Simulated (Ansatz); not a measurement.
Input:

```
CsPbCl3
1.0
    5.61875     0.00000     0.00000
    0.00000     5.48784     0.00000
    0.00000     0.00000     5.61875
Cs Pb Cl
1 1 3
Direct
  0.00000   0.00000   0.00000
  0.50000   0.50000   0.50000
  0.00000   0.50000   0.50000
  0.50000   0.50000   0.00000
  0.50000   0.00000   0.50000
```

No spin polarisation.

All numbers come from PBEsol (Ansatz, a quantum-chemistry and plane-wave program), no SOC. k-mesh 6×6×6 (Γ-centred); smearing 0.05 eV (Fermi–Dirac).

Predict the band gap.

1.66 eV.

What gap character does the calculation give?

Direct at A.

Spin-orbit coupling, missing from the scalar runs, can matter with Pb. The cells carry an imposed strain or load. Whether these cells are dynamically stable was not tested. The cell was made from CsPbCl₃ in the cubic perovskite structure (space group Pm-3m, No. 221) by this change: uniaxial strain ε_yy = −2.33 %. Many cubic perovskites are stable only at high temperature; tilts and polar distortions were not tested. This is not the structure that CsPbCl3 has at room temperature and ambient pressure.
